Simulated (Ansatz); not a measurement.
The parent structure is WC (space group P-6m2, No. 187; a = 2.884 Å, c = 2.812 Å; relaxed with 0.1 eV smearing). Axes: x lies along a and z along c of the hexagonal cell.

The values are results of LDA in Ansatz (plane waves to 420 eV, PAW, without spin-orbit coupling), not measurements.

Before the change:

- Band gap: zero
- Shortest interatomic distance: 2.179 Å

One thing is altered: biaxial strain +0.50 %, plane normal [001], relaxed out of plane (Cartesian); in-plane vectors clamped, the third vector and the atoms free.

Task: Predict the new out-of-plane strain.

Result: The out-of-plane strain comes out as -0.19 %.

Task: Predict the new band gap.

Result: The band gap remains zero.

Task: How does this affect the in-plane stress?

Result: The mean in-plane stress (compression positive) amounts to -4.6 GPa.

Task: Estimate the effect on the shortest interatomic distance.

Result: The shortest interatomic distance goes up by 0.005 Å, from 2.179 Å to 2.184 Å.

Whether these cells are dynamically stable was not tested. All final runs are without spin polarisation.

Ansatz is an electronic-structure program.
